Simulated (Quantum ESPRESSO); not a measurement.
**Effort and miss along a sweep of K_POINTS: Bi2S3 (Pnma, 20 atoms in the cell)**

Cell: a = 11.4985 Å, b = 3.9650 Å, c = 11.0691 Å, α = 90.00°, β = 90.00°, γ = 90.00°.

Method: PBE, GBRV 1.5 ultrasoft (PBE) pseudopotentials (plane waves; Quantum ESPRESSO 7.5).

Base settings: ecutwfc = 40 Ry; ecutrho = 200 Ry; occupations = fixed; potentials = {Bi: bi_pbe_v1.uspp.F.UPF, S: s_pbe_v1.4.uspp.F.UPF}; K_POINTS = automatic 2 4 2 0 0 0; nbnd = 100; conv_thr = 1e-09 Ry; mixing_beta = 0.3.

Misses are taken against the tightest run, automatic 3 8 3 0 0 0, which need not be fully converged itself. The energy is the free energy per atom.

The count of work is k-points × plane waves × bands × iterations; it is no time, and leaves out set-up, grids and terms that scale otherwise. Core times come from one kind of shared machine and are given to one figure; runs under 30 s give none.

The starting cell comes from a database of computed structures (which also holds hypothetical and non-ambient phases and stackings), without a prior relaxation at this level. Its lattice was rescaled by a random factor within 2.5 % of one.

The runs (K_POINTS): automatic 1 1 1 0 0 0 | automatic 1 2 1 0 0 0 | automatic 1 3 1 0 0 0 | automatic 1 3 2 0 0 0 | automatic 2 4 2 0 0 0 | automatic 2 6 2 0 0 0 | automatic 3 7 3 0 0 0 | automatic 3 8 3 0 0 0.

**Question.** Which is the coarsest setting among those run that, with all tighter ones, holds the energy within 20 meV/atom of the reference, and what does it save?

**Answer.** automatic 1 3 1 0 0 0, off by 5.5 meV/atom; it needs 0.12 of the reference's count of work and about 0.2 of the reference's time.

**Question.** Which is the coarsest setting among those run that, with all tighter ones, holds the energy within 0.5 meV/atom of the reference, and what does it save?

**Answer.** automatic 2 6 2 0 0 0, off by 0.06 meV/atom; its saving against the reference is no more than about a factor of 2 in the count of work.

**Question.** For at most 0.2 times the reference's count of work, which run misses the energy least?

**Answer.** automatic 1 3 1 0 0 0, with a miss of 5.5 meV/atom at a count of 0.12.

**Question.** What does the step from automatic 1 1 1 0 0 0 to automatic 1 3 2 0 0 0 buy?

**Answer.** It takes the miss in the energy from 1100 to 1.3 meV/atom, for 4.2 times the count of work and roughly 2 times the time.

```
K_POINTS               energy less reference (meV/atom)  pressure less reference (GPa)  largest difference in the force on any atom (eV/Å)  count of work / reference  core time / reference (rough)
---------------------  --------------------------------  -----------------------------  --------------------------------------------------  -------------------------  -----------------------------
automatic 1 1 1 0 0 0                           1126.53                           9.28                                               0.463                      0.057                            0.1
automatic 1 2 1 0 0 0                             66.49                           0.78                                               0.398                       0.11                            0.2
automatic 1 3 1 0 0 0                              5.45                           0.04                                               0.182                       0.12                            0.2
automatic 1 3 2 0 0 0                              1.28                           0.00                                               0.109                       0.24                            0.3
automatic 2 4 2 0 0 0                             -1.18                          -0.05                                               0.015                       0.68                            0.7
automatic 2 6 2 0 0 0                              0.06                          -0.01                                               0.004                       0.91                            0.9
automatic 3 7 3 0 0 0                              0.03                           0.00                                               0.002                       0.80                            0.8
automatic 3 8 3 0 0 0                              0.00                           0.00                                               0.000                        1.0                              1
```
